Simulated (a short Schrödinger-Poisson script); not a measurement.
From a short Schrödinger-Poisson script (our own, NumPy): one-band effective-mass equation with BenDaniel-Duke matching, electrons, heavy and light holes apart, hard walls at the outer ends, one valence edge for both holes (no strain splitting), no charge, excitons, band mixing or non-parabolicity; under a field the levels are quasi-bound states of a box, listed while three quarters of their weight lies within 4 nm of the wells.

Stack: single Ge/Si0.15Ge0.85 quantum well.

From the first side: 20 nm Si0.15Ge0.85; 10 nm Ge; 20 nm Si0.15Ge0.85.

The device is made up for the run: typed textbook-type constants, with dimensions and the other settings drawn at random. Ge: direct gap (eV) 0.88, conduction-band edge (eV) 0, electron mass (mₑ) 0.041, heavy-hole mass 0.21, light-hole mass 0.046. Si0.15Ge0.85: direct gap (eV) 1.36, conduction-band edge (eV) 0.4, electron mass (mₑ) 0.053, heavy-hole mass 0.24, light-hole mass 0.06.

The valence-band edge of each layer lies one gap below its conduction-band edge. The electron's potential energy rises along the stack by the applied field. Mesh 0.03 nm at interfaces.

### Question
Give the e2 − e1 (meV); the squared e1-hh1 overlap at zero applied field; the e1 above the well's band edge (meV).

### Answer
e2 − e1 (meV): 146; squared e1-hh1 overlap at zero applied field: 1.00; e1 above the well's band edge (meV): 50.3. Excitons are left out, and strain enters only through the typed gaps and offsets, so measured lines lie elsewhere.
